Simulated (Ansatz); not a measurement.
Base system: Zr in the hcp (Mg type) structure (space group P6_3/mmc, No. 194; relaxed with 0.1 eV smearing).

```xyz
2
Lattice="3.2443 0.0000 0.0000 -1.6222 2.8097 0.0000 0.0000 0.0000 5.1580" Properties=species:S:1:pos:R:3 pbc="T T T"
Zr     1.6222     0.9366     3.8685
Zr     0.0000     1.8731     1.2895
```

Cartesian axes are those of the cell as printed.

All numbers come from Ansatz (an electronic-structure program) r2SCAN, scalar-relativistic without spin-orbit coupling.

Base values:

The shortest interatomic distance comes out as 6.023 bohr.

The change: the cell is compressed by 2.00 % along z with no lateral relaxation; the atoms relax in the strained cell.

Problem. What does the calculation give for the stress and shortest interatomic distance after the change?

Solution. The stress (xx, yy, zz, yz, xz, xy; compression positive) is (1.3, 1.3, 3.6, 0.0, 0.0, 0.0) GPa; the shortest interatomic distance drops by 0.0786 bohr, from 6.023 bohr to 5.945 bohr.

Whether these cells are dynamically stable was not tested. The final runs are not spin-polarised.
